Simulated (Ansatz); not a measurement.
CsCaH₃ (Pm-3m, No. 221, 5 atoms in the cell; start mp-644203) was calculated with HSE06 (Ansatz, an electronic-structure program, PAW).

Run with plane-wave cutoff 520 eV, 6×6×6 k mesh, scalar-relativistic PAW data made under PBE.

Computed at the level's own relaxed cell.

```
CaCsH3
1.0
    4.61186     0.00000     0.00000
    0.00000     4.61186     0.00000
    0.00000     0.00000     4.61186
Cs Ca H
1 1 3
Direct
  0.00000   0.00000   0.00000
  0.50000   0.50000   0.50000
  0.50000   0.00000   0.50000
  0.00000   0.50000   0.50000
  0.50000   0.50000   0.00000
```

Task: Give the elastic tensor (Voigt notation, GPa, ions relaxed, in the Cartesian axes of the cell as printed).

Result: 
```
   50.1    11.3    11.3     0.0     0.0     0.0
   11.3    50.1    11.3     0.0     0.0     0.0
   11.3    11.3    50.1     0.0     0.0     0.0
    0.0     0.0     0.0    20.6     0.0     0.0
    0.0     0.0     0.0     0.0    20.6     0.0
    0.0     0.0     0.0     0.0     0.0    20.6
```

Note: the relaxation could not lower the start's symmetry, so the cell can be a saddle point above a distorted one.

A start named mp-… is a Materials Project structure, which need not be a measured phase.
